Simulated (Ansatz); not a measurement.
## A series of runs on TlCrSe2 (R3m, 4 atoms in the cell)

```xyz
4
Lattice="1.6602 0.9585 9.5372 -1.6602 0.9585 9.5372 0.0000 -1.9171 9.5372" Properties=species:S:1:pos:R:3 pbc="T T T"
Cr     0.0000     0.0000    28.5000
Tl     0.0000     0.0000     4.6543
Se     0.0000     0.0000    10.9526
Se     0.0000     0.0000     7.9088
```
Moments meant for the start (each program seeds them in its own way; μB, in the order of the atoms Cr Tl Se Se): 3.0 0.0 0.0 0.0.

Base run A: LDA (PW92), PAW files made with PBE (Ansatz, an electronic-structure program), self-consistent single point.

Its settings: basis.ecutwfc = 420 eV; kpoints.mp_grid.grid = 7 7 7; hamiltonian.xc = lda; hamiltonian.pseudopotentials = {kind: paw} (the program's default PAW files); magnetization.spin_polarized = true; scf.occupations.method = cold; scf.occupations.width = 0.1 eV.

The starting cell comes from a database of computed structures (which also holds hypothetical and non-ambient phases and stackings), without a prior relaxation at this level. The moments shrank to a small part of their start, a low-spin state that need not be the lowest. In the base run, with a pressure of about -6 GPa the cell is away from its equilibrium volume at this level. Ansatz's pressure includes its estimate of the finite-basis (Pulay) stress.

ΔF is the free energy per atom less that of run A. 

```tsv
run	scf.mixing.algorithm, scf.mixing.beta	ΔF (meV/atom)	pressure (GPa)	largest force (eV/Å)	size of the net moment (μB/atom)	iterations
A	default (the program chose MSR1), default	0.00	-6.32	0.520	0.08	19
B	broyden, 0.02	0.00	-6.32	0.520	0.08	48
C	broyden, 0.05	0.00	-6.32	0.520	0.08	40
D	broyden, 0.1	0.00	-6.32	0.520	0.08	31
E	broyden, 0.2	0.00	-6.32	0.520	0.08	25
F	broyden, 0.3	0.00	-6.32	0.520	0.08	24
G	broyden, 0.5	0.00	-6.32	0.520	0.08	21
H	broyden, 0.7	0.00	-6.32	0.520	0.08	23
I	broyden, 0.9	0.00	-6.32	0.520	0.08	23
J	broyden, 1	0.00	-6.32	0.520	0.08	23
```

Runs B, C, D, E, F, G, H, I, J ended on the same solution as A (within 1 meV/atom and 0.1 μB a site). The fewest iterations to that state were 19 (A); the most were 48.

Keys are those of Ansatz 0.2.
